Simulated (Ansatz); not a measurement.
Start from AlN in the wurtzite structure (space group P6_3mc, No. 186; a = 3.114 Å, c = 4.984 Å).

The change: an isotropic linear strain of −2.01 %, atoms relaxed at fixed cell.

Levels (all Ansatz, an electronic-structure program, PAW): PBEsol (420 eV, no SOC); r2SCAN (500 eV, without spin-orbit coupling); HSE06 (420 eV, no spin-orbit coupling).

One geometry, relaxed with PBEsol, under each level:

```tsv
level	band gap	lowest conduction level above the VBM at special points	electron mass	pressure
PBEsol	4.63 eV	Γ 4.63 eV; K 4.91 eV; L 5.37 eV; M 5.80 eV	0.32 mₑ (at Γ)	13.77 GPa
r2SCAN	…	…	…	…
HSE06	6.12 eV	Γ 6.12 eV; K 6.39 eV; L 6.87 eV	–	–
```

Give the withheld r2SCAN results.


- r2SCAN, band gap: 5.38 eV
- r2SCAN, lowest conduction level above the VBM at special points: Γ 5.38 eV; K 5.73 eV; L 6.20 eV; M 6.58 eV
- r2SCAN, electron mass: 0.33 mₑ (at Γ)
- r2SCAN, pressure: 12.95 GPa

Single points use the geometry relaxed with PBEsol. Their cutoffs differ, which shifts pressures a little. Effective masses come from finite differences of ±0.01 Å⁻¹. Stability against distortions was not tested.
